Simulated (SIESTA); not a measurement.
A short convergence ladder for TiMo₃ (Immm, 4 atoms in the cell)

```
CELL_PARAMETERS angstrom
     -1.57786     2.20389     4.46165
      1.57786    -2.20389     4.46165
      1.57786     2.20389    -4.46165
ATOMIC_POSITIONS crystal
  Ti 0.50000 0.00000 0.50000
  Mo 0.75659 0.75659 0.00000
  Mo 0.24341 0.24341 0.00000
  Mo 0.00000 0.50000 0.50000
```

Base method: LDA PW92, numerical atomic orbitals TZP, PseudoDojo LDA standard norm-conserving potentials (rewritten from UPF to PSML) run with SIESTA.

Base settings: XC.functional = LDA; XC.authors = PW92; potentials = PseudoDojo LDA standard; PAO.BasisSize = TZP; PAO.EnergyShift = 0.005 Ry; MeshCutoff = 300 Ry; kgrid.MonkhorstPack = 6 6 6; OccupationFunction = MP; OccupationMPOrder = 0; ElectronicTemperature = 0.1 eV.

Core times come from one kind of shared machine, to one figure; runs under 30 s give none.

**The force threshold of a relaxation**

On TiMo3 (Imm2, 4 atoms in the cell): one atom moved by 0.15 angstrom.

In this ladder: MD.TypeOfRun = Broyden; MD.Steps = 40.

The mesh stays at the base's, so the ladder's end is converged at best in this setting alone.

Only quantities that move along the ladder and can be compared are tabulated.

```csv
MD.MaxForceTol,largest force left (eV/Å),relaxation steps,core time / last (rough)
0.2 eV/Ang,0.0406,4,1
0.1 eV/Ang,0.0406,4,0.7
0.05 eV/Ang,0.0406,4,1
0.03 eV/Ang,0.0023,5,0.8
0.02 eV/Ang,0.0023,5,0.8
0.01 eV/Ang,0.0023,5,0.8
0.005 eV/Ang,0.0023,5,0.8
0.001 eV/Ang,0.0004,7,1
```

Coarsest MD.MaxForceTol that holds the largest force left within 0.02 eV/Å of the last step, with all finer ones: 0.03 eV/Ang; the step before is off by 0.040 eV/Å.

On the base run: the starting cell comes from a database of computed structures (which also holds hypothetical and non-ambient phases and stackings), without a prior relaxation at this level. Its lattice was rescaled by up to half a per cent. Spin polarisation is off. Values carry the incompleteness of an atom-centred basis. In the base run, with a pressure of about -8 GPa the cell is away from its equilibrium volume at this level. Without a gap this mesh is coarse (it stands for a supercell whose shortest vector is 19 Å).
